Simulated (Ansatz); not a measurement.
The starting structures come from a database of crystals and need not be the phases stable at ambient conditions.

The decay constant κ of evanescent states in the gap governs leakage through a thin film.

```
CELL_PARAMETERS angstrom
      3.88603     0.00000     0.00000
      1.94301     6.52792     0.00000
      1.94302     0.57833     3.31534
ATOMIC_POSITIONS crystal
  Ga 0.43537 0.69389 0.43537
  Ga 0.56463 0.30611 0.56463
  P  0.05739 0.82784 0.05739
  P  0.94261 0.17216 0.94261
```

Space group of this cell: R-3m. The cell is taken as given; by r2SCAN its mean pressure is -2.3 GPa.

Transport runs along the normal of the first two printed cell vectors, the (101) plane of the conventional cell.

The gap is the functional's own, uncorrected, and κ follows it; spin-orbit coupling is left out. Mid-gap values are interpolated between the computed energies.

Q: Predict the band gap and the smallest decay constant κ at mid-gap from r2SCAN in Ansatz (an electronic-structure program).

A: Gap 1.07 eV on a 10×10×10 mesh; κ = 0.102 1/Å, at the zone centre.
